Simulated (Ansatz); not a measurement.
CuCrO2 (model structure, started from the delafossite type, R-3m, No. 166, 4 atoms in the cell)

These are PBEsol in Ansatz (plane waves, PAW) values and carry that method's errors.

Settings: plane-wave cutoff 500 eV, 16×16×16 k mesh, Fermi–Dirac smearing 0.05 eV, spin-polarised with parallel moments, scalar-relativistic PAW data made under PBE.

Cell (relaxed at this level):

```
CrCuO2
1.0
    1.48208     0.85568     5.63945
   -1.48208     0.85568     5.63945
    0.00000    -1.71136     5.63945
Cu Cr O
1 1 2
Direct
  0.00000   0.00000   0.00000
  0.50000   0.50000   0.50000
  0.10814   0.10814   0.10814
  0.89186   0.89186   0.89186
```

```
Item                            Value
--------  ---------------------------
band gap  0.92 eV (on the SCF k mesh)
```

Note: the magnetic order was assumed, not searched for or taken from measurement; the relaxation could raise the start's symmetry but not lower it, so the cell can be a saddle point.

A model structure was made by putting elements into a prototype or built by hand; it is no filed structure, need not be a known phase, and can be a saddle point held by its symmetry.

Ansatz is a quantum-chemistry and plane-wave program.
